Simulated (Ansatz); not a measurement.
**InP: isotropic strain −2.50 %**

The reference is InP in the zinc blende structure (space group F-43m, No. 216; a = 5.907 Å).

Now apply this change: every lattice vector is shortened by 2.50 %; the atoms relax in the strained cell.

Method: r2SCAN in Ansatz (plane waves to 500 eV, PAW, no SOC). k-mesh 10×10×10 (Γ-centred); smearing 0.05 eV (Fermi–Dirac).

- Volume per atom: 23.88 Å³ (base 25.76 Å³)
- Space group: F-43m (No. 216) (base F-43m (No. 216))
- Shortest interatomic distance: 249.4 pm (base 255.8 pm)
- Energy relative to the base (free energy F): +34 meV/atom
- Pressure: 6.16 GPa (base 0.00 GPa)
- Band gap: 1.47 eV (base 1.03 eV)
- Gap character: direct at Γ (base direct at Γ)
- Mean gap deformation potential ΔEg/Δln V: -5.8 eV
- Width of the top valence band: 3.25 eV (base 2.90 eV)
- Electron mass: 0.099 mₑ (at Γ) (base 0.074 mₑ (at Γ))
- Hole mass (degenerate bands, along [100]): 0.098, 0.40, 0.40 mₑ (at Γ) (base 0.073, 0.44, 0.44 mₑ (at Γ))
- Valley order (the lowest conduction-band minima on the path, energy above the VBM, named in the base's zone): Γ 1.47 eV; X along ⟨100⟩ 1.92 eV; L along ⟨111⟩ 2.00 eV (base Γ 1.03 eV; L along ⟨111⟩ 1.80 eV; X along ⟨100⟩ 2.04 eV)

Cost of the whole job for the changed cell (relaxation, final SCF and bands): roughly 17 core-seconds.

Effective masses come from finite differences of ±0.01 Å⁻¹. Whether these cells are dynamically stable was not tested.

Ansatz is a first-principles code.
